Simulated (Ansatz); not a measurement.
A computed series for ScAl3: response to strain

Start from ScAl$_{3}$ in the Cu3Au type structure (space group Pm-3m, No. 221; relaxed with 0.1 eV smearing).

```
ScAl3
1.0
    4.03268     0.00000     0.00000
    0.00000     4.03268     0.00000
    0.00000     0.00000     4.03268
Sc Al
1 3
Direct
  0.00000   0.00000   0.00000
  0.00000   0.50000   0.50000
  0.50000   0.00000   0.50000
  0.50000   0.50000   0.00000
```

Cartesian axes are those of the cell as printed.

Strains are applied to the cell and any free atomic positions relax.

Level of theory: LDA, PAW, 420 eV (Ansatz, an electronic-structure program; scalar-relativistic without spin-orbit coupling).

Notes on the quantities. energy relative to the base: free energy F; pressure: mean of the normal stresses, compression positive.

```json
[
 {"variant": "base", "energy relative to the base": "0 meV/atom", "pressure": "0.0 GPa", "shortest interatomic distance": "2.852 Å"},
 {"variant": "uniaxial strain ε_zz = −3.00 %", "energy relative to the base": "+9.7 meV/atom", "pressure": "3.2 GPa", "shortest interatomic distance": "2.809 Å"},
 {"variant": "uniaxial strain ε_zz = −2.40 %", "energy relative to the base": "+6.1 meV/atom", "pressure": "2.5 GPa", "shortest interatomic distance": "2.818 Å"},
 {"variant": "uniaxial strain ε_zz = −1.80 %", "energy relative to the base": "+3.4 meV/atom", "pressure": "1.8 GPa", "shortest interatomic distance": "2.826 Å"},
 {"variant": "uniaxial strain ε_zz = −1.20 %", "energy relative to the base": "+1.5 meV/atom", "pressure": "1.2 GPa", "shortest interatomic distance": "2.834 Å"},
 {"variant": "uniaxial strain ε_zz = −0.60 %", "energy relative to the base": "+0.4 meV/atom", "pressure": "0.6 GPa", "shortest interatomic distance": "2.843 Å"}
]
```

Whether these cells are dynamically stable was not tested. All final runs are without spin polarisation.
